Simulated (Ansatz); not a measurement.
Seebeck coefficient (μV/K, mean over directions) of n-type GaAs (F-43m) against carrier density, r2SCAN with spin-orbit coupling, rigid bands (Ansatz, a program for electronic structure). Computed gap 0.86 eV; densities at which minority carriers matter at this gap, or further valleys turn the trend, are left out. Conductivity mass 0.058 mₑ (harmonic mean over directions), N_c = 3.2e17 cm⁻³ at 300 K.

```
electron density       300 K       500 K
----------------  ----------  ----------
1e16 cm⁻³         (withheld)        -584
1e17 cm⁻³               -314        -386
1e18 cm⁻³         (withheld)        -201
3e18 cm⁻³                -79  (withheld)
1e19 cm⁻³                -44         -91
```

Task: Some entries are withheld; supply them.

Result: 
- 1e16 cm⁻³, 300 K: -510
- 1e18 cm⁻³, 300 K: -138
- 3e18 cm⁻³, 500 K: -130

Rigid bands with a gap fixed in temperature, one relaxation time for all states, no polarons or phonon drag, and whether or not such doping can be reached.
